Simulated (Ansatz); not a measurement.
## Effect of pressure 3 GPa on Ca

The reference is Ca in the fcc (Cu type) structure (space group Fm-3m, No. 225; a = 5.527 Å).

Modification: cell and atoms relaxed at a pressure of 3 GPa.

Level of theory: PBE (Ansatz, a quantum-chemistry and plane-wave program), without spin-orbit coupling. Γ-centred 15×15×15 mesh, Fermi–Dirac width 0.05 eV.

```csv
quantity,base,changed,shift
volume per atom,42.20 Å³,36.71 Å³,-5.49 Å³
density,1.58 g/cm³,1.81 g/cm³,+0.236 g/cm³
lattice parameter a,5.527 Å,5.276 Å,-0.251 Å
enthalpy H = E + PV relative to the base's energy,–,+0.73 eV/atom,–
band gap,zero,zero,–
```

Final structure:

```yaml
crystal:
  lattice:
    - [0.00000, 2.63776, 2.63776]
    - [2.63776, 0.00000, 2.63776]
    - [2.63776, 2.63776, 0.00000]
  atoms:
    - { symbol: Ca, position: [0.00000, 0.00000, 0.00000] }
```

Cost of the whole job for the changed cell (relaxation, final SCF and bands): around 7 core-seconds (rough).

Load acts through the strain it causes; cell and atoms are relaxed under it. Stability against distortions was not tested.
